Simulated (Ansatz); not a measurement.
The starting structures come from a database of crystals and need not be the phases stable at ambient conditions.

Tunnelling through a barrier is set by its complex band structure: the current falls as exp(−2κd) with the smallest κ.

```
Cu2KNbSe4
1.0
    5.72738     0.00000     0.00000
    0.00000     7.79359     0.00000
    2.86369     0.00000     9.61459
K Nb Cu Se
2 2 4 8
Direct
  0.44386   0.25000   0.63244
  0.07630   0.75000   0.36756
  0.60931   0.75000   0.78196
  0.39127   0.25000   0.21804
  0.10649   0.75000   0.78684
  0.89333   0.25000   0.21316
  0.51627   0.50000   0.00000
  0.51627   0.00000   0.00000
  0.25674   0.75000   0.99400
  0.25074   0.25000   0.00600
  0.64240   0.50561   0.21360
  0.85600   0.49439   0.78640
  0.64240   0.99439   0.21360
  0.85600   0.00561   0.78640
  0.03758   0.25000   0.42138
  0.45896   0.75000   0.57862
```

Space group of this cell: Ama2. The cell is taken as given; by r2SCAN its mean pressure is -1.5 GPa.

Transport runs along the normal of the first two printed cell vectors.

The gap is the functional's own. No spin-orbit coupling. Mid-gap values are interpolated on the energy grid.

Task: Estimate the band gap and the smallest decay constant κ at mid-gap that r2SCAN (Ansatz, an electronic-structure program) returns for this system.

Result: Gap 1.62 eV on a 6×4×6 mesh; κ = 0.360 1/Å, at (0.167, 0.500) of the in-plane reciprocal vectors. At the zone centre, at the nearest computed energy, the slowest state has κ = 0.38 1/Å.
